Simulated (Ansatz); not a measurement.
Consider BP in the zinc blende structure (space group F-43m, No. 216; a = 4.5202 Å). Axes: x, y, z lie along the cube axes.

Levels (all Ansatz, a first-principles code, PAW): PBEsol (420 eV, spin-orbit coupling left out); HSE06 (420 eV, no SOC).

Its gap is 1.11 eV with PBEsol and 1.94 eV with HSE06.

One thing is altered: tensile biaxial strain of 1.79 % in the plane normal to [001], as in epitaxy on a mismatched substrate; the out-of-plane cell vector and the atoms relax.

With PBEsol the gap becomes 0.77 eV.

Q: If the HSE06 correction stayed the same, what would the HSE06 gap be, and what does the HSE06 run give?

A: A rigid correction of +0.83 eV gives 1.60 eV. The HSE06 run gives 1.58 eV, so the two effects roughly add.

Single points use the geometry relaxed with PBEsol. The hybrid gap comes from the SCF mesh plus the semilocal run's edge points and a few special points and is an upper bound. Stability against distortions was not tested.
